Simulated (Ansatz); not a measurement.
Pressure series in W

Consider W in the bcc (W type) structure (space group Im-3m, No. 229; a = 3.169 Å).

Cell and atoms are relaxed at each pressure.

Computed with r2SCAN/PAW in Ansatz (a quantum-chemistry and plane-wave program), no spin-orbit coupling.

```csv
pressure (GPa),volume per atom (Å³/atom)
-2,16.019
-1,15.968
0,15.917
1.8,15.828
4.2,15.713
9,15.495
30,?
45,14.226
60,13.819
```

Problem. Fit the third-order Birch–Murnaghan form P(V) = (3B₀/2)[(V₀/V)^(7/3) − (V₀/V)^(5/3)]·[1 + (3/4)(B₀′ − 4)((V₀/V)^(2/3) − 1)] (squares taken in P) to the rows shown and predict the withheld row.

Solution. Least squares on the printed values gives V₀ = 15.917 Å³/atom, B₀ = 319 GPa, B₀′ = 4.1; this predicts 14.693 Å³/atom, and the run gives 14.693 Å³/atom, in agreement.

Load acts through the strain it causes; cell and atoms are relaxed under it. Stability against distortions was not tested. Competing high-pressure phases were not computed. The final runs are not spin-polarised.
